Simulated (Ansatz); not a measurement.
Take NbAgO₃ in the cubic perovskite structure (space group Pm-3m, No. 221; a = 3.950 Å; a cell from a computed database, its experimental status unchecked) as the base.

Now apply this change: cell and atoms relaxed at a pressure of 7.5 GPa.

Levels (all Ansatz, a program for electronic structure, PAW, earlier PAW set): PBEsol (420 eV, no spin-orbit coupling); HSE06 (420 eV, no spin-orbit coupling); PBEsol+SOC (420 eV, noncollinear with spin-orbit coupling).

One geometry, relaxed with PBEsol, under each level:

| level | band gap | lowest conduction level above the VBM at special points | pressure |
|---|---|---|---|
| PBEsol | 1.44 eV | X 1.44 eV; Γ 1.64 eV; R 3.37 eV | 7.50 GPa |
| HSE06 | ___ | ___ | – |
| PBEsol+SOC | 1.43 eV | X 1.43 eV; Γ 1.58 eV; R 3.35 eV; M 4.23 eV | 7.48 GPa |

Give the withheld HSE06 results.


- HSE06, band gap: 2.80 eV
- HSE06, lowest conduction level above the VBM at special points: X 2.80 eV; Γ 2.95 eV; R 5.38 eV

Single points use the geometry relaxed with PBEsol. HSE06 was sampled on its mesh, a few special points and the semilocal edge points, so its gap is an upper bound. The spin-orbit shifts are approximate. Load acts through the strain it causes; cell and atoms are relaxed under it. Stability against distortions was not tested. Competing high-pressure phases were not computed. Many cubic perovskites are stable only at high temperature; tilts and polar distortions were not tested.
